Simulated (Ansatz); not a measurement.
Start from Sc in the fcc (Cu type) structure (space group Fm-3m, No. 225; a = 4.559 Å; relaxed with 0.1 eV smearing). Axes: x, y, z lie along the cube axes.

Level of theory: plane-wave PAW DFT at the PBEsol level (Ansatz, a first-principles code, 420 eV), without spin-orbit coupling.

One thing is altered: the cell is stretched by 1.56 % along x with no lateral relaxation, atoms relaxed at fixed cell.

Problem. Predict the stress tensor and what it implies for the stiffness.

Solution. Stress of the strained cell less that of the base (GPa, compression positive):
```
   -1.1     0.0     0.0
    0.0    -0.7     0.0
    0.0     0.0    -0.7
```

Then −Δσ_ii/ε with ε = 0.0156 gives secant stiffness values (nonlinear terms included at this strain): C11 ≈ 70 GPa, C12 ≈ 42 GPa and C13 ≈ 42 GPa.

Stability against distortions was not tested. All final runs are without spin polarisation. This is not the structure that Sc has at room temperature and ambient pressure.
